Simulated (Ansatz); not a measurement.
For Cs2SnI6 (model structure, started from the K2PtCl6 type, Fm-3m, No. 225, 9 atoms in the cell), PBE (Ansatz, an electronic-structure program, PAW) gives:

lattice parameter a: 12.039 Å
cohesive energy: 2.31 eV/atom

### Question
What does PBE-D3(BJ) in Ansatz (plane waves, PAW) give for the same quantities?

### Answer

- lattice constant a: 11.641 Å (shrinks by 3.3 %)
- cohesive energy: 2.58 eV/atom (goes up by 0.27 eV/atom)

Changes are worked out from the printed values.

Unless a cell is named, each level is at its own relaxed cell (PBE 48.47, PBE-D3(BJ) 43.82 Å³/atom).

Levels without +SOC leave out spin–orbit coupling, which shifts energies and cells of such heavy elements.

Ansatz's density-functional and Hartree–Fock values are scalar-relativistic unless marked +SOC, with PAW data made under PBE.

A model structure was made by putting elements into a prototype or built by hand; here it ended with the formula and space group of a phase in our tables.
